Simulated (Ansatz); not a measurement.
Take MgO in the wurtzite structure (space group P6_3mc, No. 186; a cell from a computed database, its experimental status unchecked) as the base.

Space group P6₃mc (No. 186); a = b = 3.303 Å, c = 5.021 Å, α = β = 90.00°, γ = 120.00°

| atom | site | symmetry | x | y | z |
|---|---|---|---|---|---|
| Mg | 2b | 3m. | 0.3333 | 0.6667 | 0.0038 |
| O | 2b | 3m. | 0.3333 | 0.6667 | 0.4008 |

Levels (all Ansatz, an electronic-structure program, PAW): PBEsol (420 eV, without spin-orbit coupling); HSE06 (420 eV, no SOC).

The geometry is relaxed with PBEsol.

```
Item              Result
---------------  -------
PBEsol band gap  3.36 eV
```

With HSE06 at the same geometry, the band gap goes up by 1.73 eV, from 3.36 eV to 5.09 eV.

Single points use the geometry relaxed with PBEsol. Stability against distortions was not tested. This is not the structure that MgO has at room temperature and ambient pressure.
